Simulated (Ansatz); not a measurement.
Mg2BeN2 (model structure, started from the Ca2ZnN2 type, I4/mmm, No. 139, 5 atoms in the cell) was calculated with HSE06 in Ansatz (PAW).

Input:

Ansatz 0.2 input:
```yaml
crystal:
  lattice:
    - [-1.5557612211, 1.5557612211, 5.490361226]
    - [1.5557612211, -1.5557612211, 5.490361226]
    - [1.5557612211, 1.5557612211, -5.490361226]
  atoms:
    - { symbol: Mg, position: [0.664091369, 0.664091369, 0.0] }
    - { symbol: Mg, position: [0.335908631, 0.335908631, 0.0] }
    - { symbol: Be, position: [0.0, 0.0, 0.0] }
    - { symbol: N, position: [0.860515336, 0.860515336, 0.0] }
    - { symbol: N, position: [0.139484664, 0.139484664, 0.0] }
basis:
  ecutwfc: 460
  ecutrho_ratio: 4
  xc_grid: 2
kpoints:
  mp_grid: { grid: [10, 10, 10] }
  band_path: { path: [[0, 0, 0], [0.39781, 0.60219, -0.39781]], npoints: 1 }
hamiltonian:
  xc: hse06
  dispersion: none
  pseudopotentials: { kind: paw }
scf:
  occupations: { method: fermi_dirac, width: 0.01 }
  convergence: { dr2_threshold: 0.0000000005 }
output:
  forces: true
  stress: true
  eigenvalues: true
  write_bands: true
```

**Question.** How many irreducible k-points, plane waves at Γ does the program set up, and what pressure does the run end with?

**Answer.** 102 irreducible k-points, 1199 plane waves at Γ; P = -1.00 GPa, so the cell is stretched on average and its volume would shrink at this level.

Excerpt of the program's output:

```
WARN output.stress: scf.exx.energy_threshold = 1e-6 eV is looser than the 5e-8 eV advised for a stress under a hybrid functional (1e-8 eV for each atom of the …
Crystal: 5 atoms, lattice volume = 53.155 Å³
Basis set: ecut = 460 eV, 1199 PW (Γ), FFT grids on a1+a3, a2+a3, a3, exchange–correlation on 48×48×90 points (8 copies of the dense FFT grid, shifted against one another)
Bands: 21, of which v1, the nominal top of the filled ones, is band 16 counted from 1 (15 counted from 0)
Symmetry: 16 space group operations
Space group: I4/mmm (ITA 139), of the structure as read, at distance tolerance 3.8e-5 Å
k-points: 102 of 1000
SCF iter   1: F=—  HF=-4712.147285 eV  |F-HF|=—  |Δ(HF+E_count)|=         —  Δρ=2.92e-3  dr2=1.82e-2
SCF iter   2: F=—  HF=-4712.143652 eV  |F-HF|=—  |Δ(HF+E_count)|=   3.63e-3  Δρ=1.75e-3  dr2=5.10e-3
  ...
Crystal: 5 atoms, lattice volume = 53.155 Å³
Initial density: handed on by an earlier stage of this run
Crystal: 5 atoms, lattice volume = 53.155 Å³
SCF iter   4: F=—  HF=-4712.685939 eV  |F-HF|=—  |Δ(HF+E_count)|=   3.22e-8  Δρ=1.45e-6  dr2=1.35e-9
SCF iter   5: F=-4712.685939 eV  HF=-4712.685939 eV  |F-HF|=1.27e-11  |Δ(HF+E_count)|=  5.44e-10  Δρ=3.38e-7  dr2=5.13e-11
SCF 3 converged in 5 iterations: F = -4712.685939 eV  dr2 = 5.13e-11
Free energy (F): -4712.685939 eV
Internal energy: -4712.685939 eV  (E = F + TS)
E sigma→0 (E₀):  -4712.685939 eV
Fermi energy:    7.747169 eV
--- Forces (eV/Å), atoms counted from 1 ---
  atom   1  Mg    -0.00000000    -0.00000000     0.15307398
  atom   2  Mg     0.00000000    -0.00000000    -0.15307398
  atom   3  Be    -0.00000000     0.00000000    -0.00000000
  atom   4  N      0.00000000    -0.00000000     0.32831120
  atom   5  N      0.00000000    -0.00000000    -0.32831120
--- Stress (GPa, compression-positive) ---
       -0.281514      -0.000000       0.000000
       -0.000000      -0.281514       0.000000
        0.000000       0.000000      -2.425745
  P = ⅓ Tr σ = -0.9963 GPa (-9.963 kbar)
```

The PAW data were made under PBE.

Note: the relaxation could raise the start's symmetry but not lower it, so the cell can be a saddle point. Note: cell and atoms aren't relaxed at this level (largest force component 0.33 eV/Å, pressure -1.0 GPa).

A model structure was made by putting elements into a prototype or built by hand; it is no filed structure, need not be a known phase, and can be a saddle point held by its symmetry.

Ansatz is a program for electronic structure.
